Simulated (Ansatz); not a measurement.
System: cubic perovskite KZnF3. Method: BLYP (Ansatz, a quantum-chemistry and plane-wave program, plane waves, PAW).

Run with plane-wave cutoff 520 eV, 8×8×8 k mesh, Fermi–Dirac smearing 0.01 eV, scalar-relativistic PAW data made under PBE.

The cell has the measured lattice: a = b = c = 4.0550 Å, α = β = γ = 90.00°.

Give the computed band gap and smallest direct gap on the k points sampled.


* **band gap**: 3.93 eV (indirect)
* **smallest direct gap on the k points sampled**: 5.72 eV

Note: cell and atoms aren't relaxed at this level (pressure 6.3 GPa).

The result took around 11 core-seconds (rough).
